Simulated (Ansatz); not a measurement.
Worked example: self-consistent single point of VSi (Pm-3m, 2 atoms in the cell) in Ansatz (a first-principles code).

Computed with PBE (plane waves, PAW; Ansatz).

```
CELL_PARAMETERS angstrom
      2.96371     0.00000     0.00000
      0.00000     2.96371     0.00000
      0.00000     0.00000     2.96371
ATOMIC_POSITIONS crystal
  V  0.00000 0.00000 0.00000
  Si 0.50000 0.50000 0.50000
```
Moments meant for the start (each program seeds them in its own way; μB, in the order of the atoms V Si): 2.0 0.0.

Reference input (self-consistent single point, DFT, PBE, plane waves, default PAW files): basis.ecutwfc = 420 eV; kpoints.mp_grid.grid = 11 11 11; hamiltonian.xc = pbe; hamiltonian.pseudopotentials = {kind: paw} (the program's default PAW files); magnetization.spin_polarized = true; scf.occupations.method = methfessel_paxton; scf.occupations.width = 0.1 eV. This run's input differs from it in these lines:

Ansatz 0.2 input:
```diff
@@ -18,3 +18,3 @@
 scf:
-  occupations: { method: methfessel_paxton, width: 0.1 eV }
+  occupations: { method: cold, width: 0.2 eV }
 output:
```

Log, with long lists cut:

```
SCF iter   1: F=—  HF=-3549.233454 eV  |F-HF|=—  |Δ(HF+E_count)|=         —  Δρ=1.24e-1 (↑1.24e-1 ↓5.80e-2)  dr2=1.53e0  dr2_m=1.89e0  M=0.386 μB ∫|m|=0.393 μB  β_m=0.30  ethr=3.10e-3  ⟨swp⟩=4.4  Hψ=7291  notcnv=0
Mixer restart at iter 1: flushing history
all-band conjugate gradients solve this SCF's bands
preconditioner: auto → none
   [... lines left out ...]
SCF iter  14: F=—  HF=-3548.451376 eV  |F-HF|=—  |Δ(HF+E_count)|=   1.30e-9  S|Δr|=    0.00e0  Δρ=4.38e-7 (↑3.21e-7 ↓4.38e-7)  dr2=1.08e-10  dr2_m=1.79e-11  M=-0.000 μB ∫|m|=0.000 μB  β_m=0.98  ethr=4.83e-12  ⟨swp⟩=3.0  Hψ=3371  notcnv=0
SCF iter  15: F=-3548.451376 eV  HF=-3548.451376 eV  |F-HF|=1.82e-12  |Δ(HF+E_count)|=  3.59e-11  S|Δr|=    0.00e0  Δρ=9.59e-8 (↑8.62e-8 ↓9.59e-8)  dr2=8.85e-13  dr2_m=1.70e-12  M=-0.000 μB ∫|m|=0.000 μB  ethr=1.00e-12  ⟨swp⟩=2.0  Hψ=2831  notcnv=0
SCF 1 converged in 15 iterations: F = -3548.451376 eV  dr2 = 8.85e-13
WARN: the starting moments were not kept: the SCF closed with an absolute magnetisation of 6.3e-6 μB, where they sum to 2 μB in size (1 site) …
   [... lines left out ...]
Absolute magnetization: 0.0000 μB (∫|ρ↑−ρ↓|, with the PAW one-centre terms)
Free energy (F): -3548.451376 eV
Fermi energy:    14.689995 eV
   [... lines left out ...]
  atom   2  Si     0.00000000     0.00000000     0.00000000
--- Stress (GPa, compression-positive) ---
        1.451768       0.000000      -0.000000
        0.000000       1.451768       0.000000
        0.000000       0.000000       1.451768
  P = ⅓ Tr σ = 1.4518 GPa (14.518 kbar)
  The stress holds the Pulay correction. Without it, at fixed plane waves, as pw.x and ABINIT print it: P = 1.3945 GPa
```

The run converged in 15 iterations. Against the reference run the free energy goes up by 2.2 meV/atom and the pressure hardly changes (1.42 to 1.45 GPa).

The starting cell was generated: these elements placed on a structure prototype, without a prior relaxation; it need not be a known phase or ordering of this composition. The starting moments vanished: the run ended non-magnetic, which need not be the lowest state. The program warned that a starting moment was not kept. Ansatz's pressure includes its estimate of the finite-basis (Pulay) stress.
